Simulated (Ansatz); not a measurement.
Base system: InAgTe2 in the chalcopyrite structure (space group I-42d, No. 122; a = 6.431 Å, c = 12.767 Å). Axes: x, y, z lie along a, b, c of the conventional cell.

Method: Ansatz (a first-principles code), PBEsol, PAW, cutoff 420 eV, spin-orbit coupling left out.

Base values:

- Width of the top valence band = 1.05 eV
- Valence-band top at Γ = 0.00, -0.07, -0.07 eV

Perturbation: biaxial strain −1.49 %, plane normal [001], relaxed out of plane (Cartesian); in-plane vectors clamped, the third vector and the atoms free.

Question: How does this affect the width of the top valence band, valence-band top at Γ, out-of-plane strain and in-plane stress?

Answer: The width of the top valence band drops by 0.05 eV to 1.00 eV; the valence-band top at Γ (three highest levels, from the VBM) goes from 0.00, -0.07, -0.07 eV to 0.00, 0.00, -0.05 eV; the out-of-plane strain is +2.06 %; the mean in-plane stress (compression positive) is +0.6 GPa.

With Te present, leaving out spin-orbit coupling can change the band edges. The levels and masses belong to the bands next to the band gap. No phonon test of stability was made.
